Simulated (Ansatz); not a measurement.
Base system: SnO (space group P4/nmm, No. 129; a = 3.8371 Å, c = 4.7588 Å; layered, stacked along the Cartesian z axis).

Method: plane-wave PAW DFT at the PBE-D3(BJ) level (Ansatz, a quantum-chemistry and plane-wave program, 420 eV), no SOC.

Strains are applied to the cell and any free atomic positions relax.

One change was made to it. Results:

The largest internal atomic displacement amounts to 0.026 Å; the energy rises by 3.4 meV/atom; the band gap becomes 0.27 eV (base: zero); the pressure (mean of the normal stresses, compression positive) goes from zero to -1.7 GPa.

Problem. What was done to the base?
A. isotropic strain +1.80 %
B. isotropic strain +0.60 %
C. isotropic strain +1.20 %
D. isotropic strain +3.00 %

Solution. C, isotropic strain +1.20 %. For comparison, the band gap in the other runs: isotropic strain +1.80 % gives 0.41 eV; isotropic strain +0.60 % gives 0.13 eV; isotropic strain +3.00 % gives 0.66 eV.

No phonon test of stability was made. The final runs are not spin-polarised. A zero or small gap of SnO can be the functional's error rather than a property of the material.
